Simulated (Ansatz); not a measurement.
1T (CdI2-type) NiTe2 (model structure)

Method: LDA (Ansatz, a quantum-chemistry and plane-wave program, plane waves, PAW).

Cell: relaxed at this level.

For 1T (CdI2-type) NiTe2 (model structure), the interlayer binding energy is 43.0 meV/Å² and the layer repeat distance comes out as 5.126 Å. The gap between the layers is 2.550 Å.

Note: the relaxation could raise the start's symmetry but not lower it, so the cell can be a saddle point.

Spin–orbit coupling is not included.

The result took roughly 2.3 core-minutes.

A model structure was made by putting elements into a prototype or built by hand; it is no filed structure, need not be a known phase, and can be a saddle point held by its symmetry.
